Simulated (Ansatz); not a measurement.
## Point defect Si_Ta in metastable rock-salt TaN

Calculation: PBE, PAW (plane waves to 420 eV; Ansatz, a quantum-chemistry and plane-wave program). Details: 64-site cell; 4×4×4 shifted k-points; start: the Ta site; no spin–orbit coupling; not converged in cell size; the relaxation kept the symmetry of the starting site.

Neighbours after relaxation, in Å: of the Si atom: N 1.93, N 1.93, N 1.93, N 1.93, N 1.93, N 1.93.

```tsv
charge	moment (μB)	point group	largest move off a lattice site (Å)
0	not spin-polarised	Oh	0.28
```

Point groups are those of the whole cell at tolerances of 0.03 and 0.1 Å ("near" where only the looser one holds); none is given for unsettled states.

All states together cost about 5 core-minutes (a rough figure).
